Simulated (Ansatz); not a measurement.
The parent structure is SnSe2 in the rutile structure (space group P4_2/mnm, No. 136; a = 6.415 Å, c = 3.994 Å; a hypothetical phase, not in the database extracts checked).

Computed with Ansatz (a quantum-chemistry and plane-wave program), PBEsol, PAW, cutoff 420 eV, scalar-relativistic without spin-orbit coupling, earlier PAW set.

One change was made to it. Results:

| quantity | base | after |
|---|---|---|
| band gap | zero | zero |
| shortest interatomic distance | 2.666 Å | 2.538 Å |
| c/a ratio | 0.623 | 0.657 |

Task: Which change produced these results?
(A) pressure 15 GPa
(B) pressure −1 GPa
(C) pressure 3 GPa
(D) pressure 75 GPa

Result: A, pressure 15 GPa. For comparison, the shortest interatomic distance in the other runs: pressure 3 GPa gives 2.641 Å; pressure −1 GPa gives 2.674 Å; pressure 75 GPa gives 2.240 Å.

From pressure 75 GPa on, the axis ratios lie over 15 % from the base's, so the cell there is far from its starting form. Load acts through the strain it causes; cell and atoms are relaxed under it. No phonon test of stability was made. No other phases were tried under pressure. The final runs are not spin-polarised. A zero or small gap of SnSe2 can be the functional's error rather than a property of the material.
